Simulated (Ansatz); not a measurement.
The reference is Ti₂InB₂ (space group P-6m2, No. 187; a = 3.056 Å, c = 7.829 Å; a hypothetical phase, not in the database extracts checked). Axes: x lies along a and z along c of the hexagonal cell.

Level of theory: PBEsol, PAW, 420 eV (Ansatz, a program for electronic structure; without spin-orbit coupling).

For the base:

The pressure is 0.0 GPa and the shortest interatomic distance is 1.764 Å.

The change: tensile biaxial strain of 1.63 % in the plane normal to [001], as in epitaxy on a mismatched substrate; the out-of-plane cell vector and the atoms relax.

Q: What happens to the pressure?

A: The pressure (mean of the normal stresses, compression positive) goes from zero to -4.1 GPa.

Q: Estimate the effect on the shortest interatomic distance.

A: The shortest interatomic distance goes up by 0.029 Å to 1.793 Å.

Without a gap, meshes like the base's 17×17×6 leave anisotropic stresses uncertain by several tenths of a GPa, and small strain energies with them. Stability against distortions was not tested. The final runs are not spin-polarised. An odd electron count without spin: Ti2InB2.
